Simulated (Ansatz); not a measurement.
**Effect of strain tensor (xx, yy, zz, yz, xz, xy) = (−1.62, +1.76, +2.10, −0.31, −1.29, −0.17) % on CaF2**

The reference is CaF$_{2}$ in the fluorite structure (space group Fm-3m, No. 225; a = 5.4391 Å). Axes: x, y, z lie along the cube axes.

One thing is altered: the symmetric strain tensor [-0.0162 -0.0017 -0.0129; -0.0017 0.0176 -0.0030; -0.0129 -0.0030 0.0210]; the atoms relax in the strained cell.

Calculations: r2SCAN (Ansatz, an electronic-structure program; PAW; 500 eV plane waves; spin-orbit coupling left out). Settings: 11×11×11 k-points, 0.05 eV Fermi–Dirac smearing.

```json
[
 {"quantity": "volume per atom", "base": "13.41 Å³", "changed": "13.70 Å³", "shift": "+0.29 Å³"},
 {"quantity": "shortest interatomic distance", "base": "2.355 Å", "changed": "2.353 Å", "shift": "-0.002 Å"},
 {"quantity": "energy relative to the base (free energy F)", "base": "0 meV/atom", "changed": "+7.1 meV/atom", "shift": "+7.1 meV/atom"},
 {"quantity": "band gap", "base": "8.03 eV", "changed": "7.74 eV", "shift": "-0.29 eV"},
 {"quantity": "gap character", "base": "–", "changed": "indirect, V → Γ", "shift": "–"},
 {"quantity": "smallest direct gap", "base": "8.29 eV", "changed": "7.96 eV", "shift": "-0.33 eV"},
 {"quantity": "electron mass", "base": "0.56 mₑ (at Γ)", "changed": "0.56 mₑ (at Γ)", "shift": "–"},
 {"quantity": "valley order (the lowest conduction-band minima on the path, energy above the VBM, named in the base's zone)", "base": "Γ 8.03 eV; X along ⟨100⟩ 8.79 eV", "changed": "Γ 7.74 eV; X along [010] 8.56 eV; X along [001] 8.56 eV; X along [100] 8.58 eV", "shift": "–"},
 {"quantity": "stress (xx, yy, zz, yz, xz, xy; compression positive)", "base": "–", "changed": "(1.01, -3.03, -3.44, 0.21, 0.83, 0.12) GPa", "shift": "–"}
]
```

Final structure:

```
CaF2
1.0
   -0.03971     2.75914     2.76839
    2.64043    -0.01292     2.74160
    2.67089     2.76281    -0.04338
Ca F
1 2
Direct
  0.00000   0.00000   0.00000
  0.25154   0.24905   0.25168
  0.74846   0.75095   0.74832
```

Masses are band curvatures over ±0.01 Å⁻¹ around the edge. Stability against distortions was not tested. k-point labels follow each cell's own Brillouin zone.
